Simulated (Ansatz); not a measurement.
LiH (model structure, within 0.1 Å of P6₃/mmc, No. 194, 4 atoms in the cell)

Method: HSE06 in Ansatz (plane waves, PAW).

Run with plane-wave cutoff 460 eV, 9×9×6 k mesh (along the axes of the cell as run), Fermi–Dirac smearing 0.01 eV, scalar-relativistic PAW data made under PBE.

Cell (relaxed with PBEsol):

```xyz
4
Lattice="3.2333 0.0000 0.0000 -1.6166 2.8001 0.0000 0.0000 0.0000 4.0437" Properties=species:S:1:pos:R:3 pbc="T T T"
Li     1.6166     0.9334     0.2527
Li     0.0000     1.8667     2.2745
H      1.6166     0.9334     2.2755
H      0.0000     1.8667     0.2536
```

- band gap = 2.70 eV (on the SCF k mesh)

Note: cell and atoms aren't relaxed at this level (pressure 0.2 GPa).

The computed numbers hold no vibrational or temperature effects.

A model structure was made by putting elements into a prototype or built by hand; it is no filed structure, need not be a known phase, and can be a saddle point held by its symmetry.

Ansatz is a quantum-chemistry and plane-wave program.
